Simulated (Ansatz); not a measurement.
## Response to strain in PtGe

Consider PtGe (space group Pnma, No. 62; a = 5.772 Å, b = 3.713 Å, c = 6.128 Å). Axes: x, y, z lie along a, b, c of the conventional cell.

Strains are applied to the cell and any free atomic positions relax; under biaxial strain the out-of-plane vector relaxes too.

Level of theory: Kohn–Sham DFT with the r2SCAN functional, run in Ansatz (an electronic-structure program) with PAW and 500 eV plane waves, without spin-orbit coupling, earlier PAW set.

Notes on the quantities. pressure: mean of the normal stresses, compression positive.

```tsv
change	pressure	volume per atom
base	0.0 GPa	16.42 Å³
biaxial strain −0.26 %, plane normal [001], relaxed out of plane	[?]	[?]
isotropic strain +0.48 %	[?]	16.65 Å³
uniaxial strain ε_yy = +4.95 %	-6.7 GPa	17.23 Å³
```

What belongs in the blanks?


- biaxial strain −0.26 %, plane normal [001], relaxed out of plane, pressure: 0.4 GPa
- biaxial strain −0.26 %, plane normal [001], relaxed out of plane, volume per atom: 16.38 Å³
- isotropic strain +0.48 %, pressure: -2.2 GPa

Without a gap, meshes like the base's 8×13×8 leave anisotropic stresses uncertain by several tenths of a GPa, and small strain energies with them. No phonon test of stability was made. The final runs are not spin-polarised.
